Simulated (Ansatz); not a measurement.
The parent structure is VN in the rock salt structure (space group Fm-3m, No. 225; a = 4.118 Å; relaxed with 0.1 eV smearing).

Computed with PBE (Ansatz, an electronic-structure program; PAW; 420 eV plane waves; no spin-orbit coupling), earlier PAW set.

Before the change:

* **Pressure**: 0.0 GPa
* **Band gap**: zero

It is then changed as follows: an isotropic linear strain of −1.30 %, atoms relaxed at fixed cell.

Problem. Predict the new pressure, energy relative to the base and band gap.

Solution. The pressure goes from zero to 13.4 GPa; the energy rises by 14 meV/atom; the band gap remains zero.

Stability against distortions was not tested. Seeded moments were not kept for the base. The final runs are not spin-polarised.
